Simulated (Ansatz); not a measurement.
TiC in the rock salt structure (space group Fm-3m, No. 225)

```
TiC
1.0
    0.00000     2.16652     2.16652
    2.16652     0.00000     2.16652
    2.16652     2.16652     0.00000
C Ti
1 1
Direct
  0.00000   0.00000   0.00000
  0.50000   0.50000   0.50000
```

Method: PBE (Ansatz, a program for electronic structure), without spin-orbit coupling. k-mesh 18×18×18 (Γ-centred); smearing 0.05 eV (Fermi–Dirac).

* **Volume per atom**: 10.17 Å³
* **Density**: 4.89 g/cm³
* **Band gap**: zero
* **Total energy**: -1376.136 eV/atom (σ→0; compares only within this code and set-up)

Whether these cells are dynamically stable was not tested. All final runs are without spin polarisation.
